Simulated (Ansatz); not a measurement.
The starting structures come from a database of crystals and need not be the phases stable at ambient conditions.

Tunnelling through a barrier is set by its complex band structure: the current falls as exp(−2κd) with the smallest κ.

```yaml
crystal:
  lattice:
    - [5.38315, 0.00000, 0.00000]
    - [0.00000, 8.73046, 0.00000]
    - [0.00000, -1.65287, 5.11162]
  atoms:
    - { symbol: Bi, position: [0.98861, 0.34514, 0.67257] }
    - { symbol: Bi, position: [0.01139, 0.65486, 0.32743] }
    - { symbol: Bi, position: [0.48861, 0.65486, 0.82743] }
    - { symbol: Bi, position: [0.51139, 0.34514, 0.17257] }
    - { symbol: Te, position: [0.50000, 0.00000, 0.50000] }
    - { symbol: Te, position: [0.00000, 0.00000, 0.00000] }
    - { symbol: O, position: [0.57774, 0.21916, 0.60958] }
    - { symbol: O, position: [0.42226, 0.78084, 0.39042] }
    - { symbol: O, position: [0.07774, 0.78084, 0.89042] }
    - { symbol: O, position: [0.92226, 0.21916, 0.10958] }
    - { symbol: O, position: [0.75000, 0.94370, 0.72185] }
    - { symbol: O, position: [0.25000, 0.05630, 0.27815] }
    - { symbol: O, position: [0.25000, 0.05630, 0.77815] }
    - { symbol: O, position: [0.75000, 0.94370, 0.22185] }
    - { symbol: O, position: [0.25000, 0.50212, 0.00106] }
    - { symbol: O, position: [0.75000, 0.49788, 0.99894] }
    - { symbol: O, position: [0.75000, 0.49788, 0.49894] }
    - { symbol: O, position: [0.25000, 0.50212, 0.50106] }
```

Space group of this cell: Cmce. The cell is taken as given; by r2SCAN its mean pressure is 0.6 GPa.

Transport runs along the normal of the first two printed cell vectors.

The gap is the functional's own, uncorrected, and κ follows it; spin-orbit coupling is left out. Mid-gap values are interpolated between the computed energies.

### Question
Give the band gap and the smallest decay constant κ at mid-gap that Ansatz (a first-principles code) with r2SCAN yields.

### Answer
Gap 2.08 eV on a 6×6×6 mesh; κ = 0.284 1/Å, at (0.000, 0.500) of the in-plane reciprocal vectors. At the zone centre, at the nearest computed energy, the slowest state has κ = 0.35 1/Å.
